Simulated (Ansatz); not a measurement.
The gap is the functional's own, uncorrected, and κ follows it; spin-orbit coupling is left out. Mid-gap values are interpolated between the computed energies.

A. CuI (F-43m, zinc blende, 2 atoms a cell, 26.6 Å³ an atom), along the normal of (001)
B. MoS2 (R3m, 3 atoms a cell, 17.2 Å³ an atom, 3 GPa at this level), along the normal of (100)
C. C (Fd-3m, diamond, 2 atoms a cell, 5.6 Å³ an atom), along the normal of (111)

Task: Put the candidates in order of mid-gap decay constant of the slowest evanescent state, highest first, for r2SCAN (Ansatz, a first-principles code).

Result: C (0.25 1/Å), B (0.20 1/Å), A (0.16 1/Å)
